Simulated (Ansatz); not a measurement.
ZnS under load (space group I-4m2), Ansatz (an electronic-structure program) with r2SCAN with spin-orbit coupling, rigid bands. Condition of this run: biaxial stress xx = yy = 1 GPa (compression positive) (the target of the relaxation). Band gap 2.70 eV, N_c = 2.34e18 cm⁻³ and N_v = 3.04e19 cm⁻³ at 300 K, conductivity masses along x (a = (0.00, 2.67, 2.73) Å; b = (2.67, 0.00, 2.73) Å; c = (2.67, 2.67, 0.00) Å) of 0.206 mₑ (electrons) and 0.740 mₑ (holes). Take k_BT = 0.02585 eV.

Problem. Find the intrinsic carrier density and the intrinsic Fermi level.

Solution. n_i = √(N_c N_v) exp(−E_g/2k_BT) = 8.43e18 × exp(−52.22) = 1.8e-4 cm⁻³. The level lies (k_BT/2) ln(N_v/N_c) = 33 meV from mid-gap (positive towards the conduction band). Each 0.1 eV added to the gap lowers n_i by a factor of 6.9.

Problem. What thermal injection velocity √(2k_BT/πm) limits a ballistic channel along the direction named?

Solution. 1.19e7 cm/s for electrons and 6.25e6 cm/s for holes, a ratio of √(m_h/m_e) = 1.90, for dilute carriers.

Problem. A film of it is 5 nm thick, with its normal along the direction named. Estimate the confinement energies in an infinite well.

Solution. ħ²π²/(2m t²) = 0.376 eV·nm²/(m/mₑ × t²) gives 73.0 meV for electrons and 20.3 meV for holes, so the gap would widen to about 2.79 eV. Finite barriers and nonparabolic bands lower this, and with several valleys or bands the heaviest mass along the normal sets the lowest level, not this average.

Rigid bands with the computed gap; masses take one relaxation time for all states.
